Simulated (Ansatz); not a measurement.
We consider Si2N2O (Cmc2₁, No. 36), described by HSE06 (plane waves, PAW; Ansatz, a program for electronic structure).

Numerical settings: plane-wave cutoff 500 eV, 6×6×4 k mesh (along the axes of the cell as run), gaussian smearing 0.02 eV, scalar-relativistic PAW data made under PBE.

Cell (relaxed with PBEsol):

```cif
data_N8O4Si8
_chemical_formula_sum 'Si8 O4 N8'
_space_group_name_H-M_alt 'Cmc21'
_space_group_IT_number 36
_space_group_name_Hall 'C 2c -2'
_cell_length_a 8.92096
_cell_length_b 5.51781
_cell_length_c 4.86529
_cell_angle_alpha 90.000
_cell_angle_beta 90.000
_cell_angle_gamma 90.000
loop_
_atom_site_label
_atom_site_type_symbol
_atom_site_symmetry_multiplicity
_atom_site_Wyckoff_symbol
_atom_site_fract_x
_atom_site_fract_y
_atom_site_fract_z
_atom_site_occupancy
Si1 Si 8 b 0.17659 0.15089 0.22428 1
O1 O 4 a 0.00000 0.21207 0.27716 1
N1 N 8 b 0.28181 0.37597 0.37914 1
```
(The calculation used a cell of 10 atoms; values per cell refer to that cell.)

Question: Give the computed band gap.

Answer: 
* **band gap**: 6.54 eV (on the SCF k mesh)

Note: cell and atoms aren't relaxed at this level (pressure -2.5 GPa).

Static lattice: no zero-point or thermal effects.
